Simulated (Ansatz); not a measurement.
Consider C in the diamond structure (space group Fd-3m, No. 227).

```
C
1.0
    0.00000     1.77690     1.77690
    1.77690     0.00000     1.77690
    1.77690     1.77690     0.00000
C
2
Direct
  0.00000   0.00000   0.00000
  0.25000   0.25000   0.25000
```

Cartesian axes are those of the cell as printed.

The values are results of Kohn–Sham DFT with the PBEsol functional, run in Ansatz (a program for electronic structure) with PAW and 420 eV plane waves, no spin-orbit coupling, not measurements.

Before the change:

```
Item               Value
---------------  -------
Volume per atom  5.61 Å³
```

Now apply this change: tensile biaxial strain of 1.50 % in the plane normal to [001], as in epitaxy on a mismatched substrate; the out-of-plane cell vector and the atoms relax.

Q: What happens to the volume per atom and energy relative to the base?

A: The volume per atom grows by 0.15 Å³ (5.61 Å³ → 5.76 Å³); the energy grows by 9.0 meV/atom.

Whether these cells are dynamically stable was not tested.
